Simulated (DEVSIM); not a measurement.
System: Ni/SiON/n-In0.53Ga0.47As capacitor, at 300 K.

Layer 1 from the left is SiON, thickness (nm) 23.0. Layer 2 from the left is In0.53Ga0.47As, thickness (nm) 14000, Nd (cm⁻³) 1.7e15.

Metal gate on the left, work function 5.1 eV. Fixed charge at the semiconductor interface 0 cm⁻² (in units of +e); no interface traps.

This is a model device: material constants are rounded textbook-type values typed into the input, and sizes, dopings and lifetimes were drawn at random. Values at 300 K.

SiON: gap (eV) 7, affinity (eV) 1.4, permittivity 5.5. In0.53Ga0.47As: gap (eV) 0.74, affinity (eV) 4.51, permittivity 13.9, Nc (cm⁻³) 2.1e17, Nv (cm⁻³) 7.7e18.

Simulated with DEVSIM: 1D Poisson equation in equilibrium, Boltzmann statistics, complete ionisation; no quantum confinement or tunnelling. Metal contacts follow the ideal Schottky-Mott rule: no Fermi-level pinning, no interface dipoles.

Question: What does the simulation give for the minimum of the low-frequency capacitance, the flat-band voltage?

Answer: minimum of the low-frequency capacitance 0.0226 μF/cm²; flat-band voltage 0.47 V.
